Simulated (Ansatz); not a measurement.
The boundary is one mirror-built cell; no search for the lowest one was made.

Level of theory: PBE (plane waves, PAW; Ansatz, a quantum-chemistry and plane-wave program).

The resistance of the junction is A R = A (h/e²)[1/T − 1/(2N₁) − 1/(2N₂)] a spin, with T the transmission and N₁, N₂ the leads' channels in a cell of area A; the spins conduct in parallel.

Values are means of three energies within 0.05 eV of the Fermi level, on a potential converged at a Fermi-Dirac width of 0.05 eV. Resistances leave out the leads' Sharvin resistance. Spin-orbit coupling is left out.

```json
[
 {"junction": "Σ3 (111) symmetric tilt boundary in fcc Cu, with one C atom a cell (5.7 Å²) in the boundary", "AR (10⁻¹⁵ Ω m²)": "0.85"},
 {"junction": "Σ3 (111) symmetric tilt boundary in fcc Cu, with one F atom a cell (5.7 Å²) in the boundary", "AR (10⁻¹⁵ Ω m²)": "[?]"},
 {"junction": "Σ3 (111) symmetric tilt boundary in fcc Cu, with one S atom a cell (5.7 Å²) in the boundary", "AR (10⁻¹⁵ Ω m²)": "0.48"},
 {"junction": "Σ3 (111) symmetric tilt boundary in fcc Cu, with one Cl atom a cell (5.7 Å²) in the boundary", "AR (10⁻¹⁵ Ω m²)": "3.7"}
]
```

Question: Some entries are withheld; supply them.

Answer: 
- Σ3 (111) symmetric tilt boundary in fcc Cu, with one F atom a cell (5.7 Å²) in the boundary, AR (10⁻¹⁵ Ω m²): 2.8
